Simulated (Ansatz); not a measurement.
# WSi2: Si → Os

Consider WSi$_{2}$ (space group I4/mmm, No. 139; a = 3.2123 Å, c = 7.8058 Å).

Modification: full substitution Si → Os; the structure is relaxed again.

All numbers come from r2SCAN in Ansatz (plane waves to 500 eV, PAW, no SOC), earlier PAW set. k-mesh 20×20×20 (Γ-centred); smearing 0.05 eV (Fermi–Dirac).

The volume per atom goes up by 1.64 Å³, from 13.42 Å³ to 15.06 Å³ and the density grows by 10.84 g/cm³, from 9.90 g/cm³ to 20.74 g/cm³. The lattice parameter a decreases by 0.013 Å to 3.199 Å and the c/a ratio grows by 0.330, from 2.430 to 2.760. The space group is still I4/mmm (No. 139) and the shortest interatomic distance rises by 0.077 Å to 2.655 Å. The band gap remains zero.

Whether these cells are dynamically stable was not tested. As relaxed here, Os2W is a hypothetical phase, not in the database extracts checked. The final runs are not spin-polarised.

Ansatz is a first-principles code.
